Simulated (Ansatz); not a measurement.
Take HfS₂ in the CdI2 type structure (space group P-3m1, No. 164; a = 3.6057 Å, c = 5.7676 Å; layered, stacked along the Cartesian z axis) as the base. Axes: x lies along a and z along c of the hexagonal cell.

Calculations: Ansatz (a quantum-chemistry and plane-wave program), PBE-D3(BJ), PAW, cutoff 420 eV, no SOC.

Strains are applied to the cell and any free atomic positions relax; under biaxial strain the out-of-plane vector relaxes too.

One change was made to it. Results:

```json
[
 {"quantity": "band gap", "base": "0.85 eV", "after": "0.98 eV"},
 {"quantity": "gap character", "base": "indirect, Γ → L", "after": "indirect, Γ → L"}
]
```

Q: Name the change that was made.
A) biaxial strain +2.50 %, plane normal [001], relaxed out of plane
B) biaxial strain −2.00 %, plane normal [001], relaxed out of plane
C) biaxial strain −2.50 %, plane normal [001], relaxed out of plane
D) biaxial strain +1.50 %, plane normal [001], relaxed out of plane

A: A, biaxial strain +2.50 %, plane normal [001], relaxed out of plane. For comparison, the band gap in the other runs: biaxial strain −2.50 %, plane normal [001], relaxed out of plane gives 0.63 eV; biaxial strain −2.00 %, plane normal [001], relaxed out of plane gives 0.72 eV; biaxial strain +1.50 %, plane normal [001], relaxed out of plane gives 0.93 eV.

Spin-orbit coupling, missing from the scalar runs, can matter with Hf. Gaps are read on the SCF mesh and a high-symmetry path. Stability against distortions was not tested.
